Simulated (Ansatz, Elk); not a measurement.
An Elk input for a self-consistent single point of Mo₃Si (Pm-3n, 8 atoms in the cell) (DFT, PBE, spin-orbit coupling in second variation, all-electron FP-LAPW, Elk's shipped species files, APW+lo basis with extra local orbitals):

```
tasks
  0

xctype
  20

spinorb
  .true.

rgkmax
  7.5

gmaxvr
  14.0

nxlo
  2

lorbcnd
  .true.

rmtscf
  0.84

lmaxi
  3

nempty
  10

stype
  0

swidth
  0.00734986

scale
  9.333168357

avec
    1.0000000000    0.0000000000    0.0000000000
    0.0000000000    1.0000000000    0.0000000000
    0.0000000000    0.0000000000    1.0000000000

atoms
  2   : nspecies
  'Si.in'   : spfname
  2   : natoms; atposl, bfcmt below
  0.5000000000  0.5000000000  0.5000000000    0.0 0.0 0.0
  0.0000000000  0.0000000000  0.0000000000    0.0 0.0 0.0
  'Mo.in'   : spfname
  6   : natoms; atposl, bfcmt below
  0.2500000000  0.0000000000  0.5000000000    0.0 0.0 0.0
  0.5000000000  0.2500000000  0.0000000000    0.0 0.0 0.0
  0.5000000000  0.7500000000  0.0000000000    0.0 0.0 0.0
  0.7500000000  0.0000000000  0.5000000000    0.0 0.0 0.0
  0.0000000000  0.5000000000  0.7500000000    0.0 0.0 0.0
  0.0000000000  0.5000000000  0.2500000000    0.0 0.0 0.0

ngridk
  5 5 5
```

Translate this input to Ansatz (a quantum-chemistry and plane-wave program).

This is the input that was run; spellings and numerical settings could be chosen otherwise.

Ansatz 0.2 input:
```yaml
crystal:
  lattice:
    - [4.938900, 0.000000, 0.000000]
    - [0.000000, 4.938900, 0.000000]
    - [0.000000, 0.000000, 4.938900]
  atoms:
    - { symbol: Si, position: [0.500000, 0.500000, 0.500000] }
    - { symbol: Si, position: [0.000000, 0.000000, 0.000000] }
    - { symbol: Mo, position: [0.250000, 0.000000, 0.500000] }
    - { symbol: Mo, position: [0.500000, 0.250000, 0.000000] }
    - { symbol: Mo, position: [0.500000, 0.750000, 0.000000] }
    - { symbol: Mo, position: [0.750000, 0.000000, 0.500000] }
    - { symbol: Mo, position: [0.000000, 0.500000, 0.750000] }
    - { symbol: Mo, position: [0.000000, 0.500000, 0.250000] }
basis:
  ecutwfc: 30.9 Ry
kpoints:
  mp_grid: { grid: [5, 5, 5] }
hamiltonian:
  xc: pbe
  pseudopotentials: { kind: paw }
magnetization:
  noncollinear: true
  spin_orbit: true
scf:
  occupations: { method: gaussian, width: 0.0147 Ry }
output:
  forces: true
  eigenvalues: true
  stress: true
```

Basis, cutoffs, solver keys and any potentials are the target program's own. This input uses DFT, PBE with spin-orbit coupling, plane waves, default PAW files. The width in Ry is rounded to four decimals. Both were run: size of the net moment 0.00 μB/atom in Elk and 0.00 in Ansatz.

On Ansatz: the starting cell has typed, rounded lattice constants, without a prior relaxation at this level. Its lattice was rescaled by a random factor within 2.5 % of one. With a pressure of about -5 GPa the cell is away from its equilibrium volume at this level.

On Elk: the starting cell has typed, rounded lattice constants, without a prior relaxation at this level. Its lattice was rescaled by a random factor within 2.5 % of one. Values depend on the basis (sphere radii, cutoffs, local orbitals), which need not be converged.
